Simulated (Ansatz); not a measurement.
The starting structures come from a database of crystals and need not be the phases stable at ambient conditions.

Tunnelling through a barrier is set by its complex band structure: the current falls as exp(−2κd) with the smallest κ.

Data:

```
CELL_PARAMETERS angstrom
      4.50617     0.00000     0.00000
      0.00000     4.50617     0.00000
      0.00000     0.00000     6.34882
ATOMIC_POSITIONS crystal
  Al 0.00000 0.00000 0.00000
  In 0.50000 0.50000 0.50000
  Sb 0.00000 0.50000 0.23337
  Sb 0.50000 0.00000 0.76663
```

Space group of this cell: P-4m2. The cell is taken as given; by LDA its mean pressure is -2.0 GPa.

Transport runs along the normal of the first two printed cell vectors, the (001) plane of the conventional cell.

The gap is the functional's own, uncorrected, and κ follows it; spin-orbit coupling is left out. Mid-gap values are interpolated between the computed energies.

### Question
Estimate the band gap and the smallest decay constant κ at mid-gap that LDA (Ansatz, a quantum-chemistry and plane-wave program) returns for this system.

### Answer
Gap 0.26 eV on a 8×8×6 mesh; κ = 0.028 1/Å, at the zone centre.
